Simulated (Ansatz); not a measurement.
Consider the following.

```xyz
2
Lattice="3.5055 0.0000 0.0000 0.0000 3.5055 0.0000 1.7528 -1.7528 2.6800" Properties=species:S:1:pos:R:3 pbc="T T T"
S      0.0000     0.0000     0.0000
Mg     3.5055     0.0000     2.6800
```

No spin polarisation.

All numbers come from Kohn–Sham DFT with the r2SCAN functional, run in Ansatz (a program for electronic structure) with PAW and 500 eV plane waves, no SOC. Γ-centred 11×11×11 mesh, Fermi–Dirac width 0.05 eV.

Problem. What electron mass does the calculation give?

Solution. 0.50 mₑ along k, 0.32 mₑ across (at X).

Problem. What gap character does the calculation give?

Solution. Indirect, Γ → X.

Problem. What is the computed valence-band top at Γ (three highest levels, from the VBM)?

Solution. 0.00, -0.27, -0.27 eV.

The cells carry an imposed strain or load. Masses are band curvatures over ±0.01 Å⁻¹ around the edge. Along k means along the line from Γ to the band edge. Stability against distortions was not tested. The cell was made from MgS in the rock salt structure (space group Fm-3m, No. 225) by this change: biaxial strain −4.72 %, plane normal [001], relaxed out of plane.
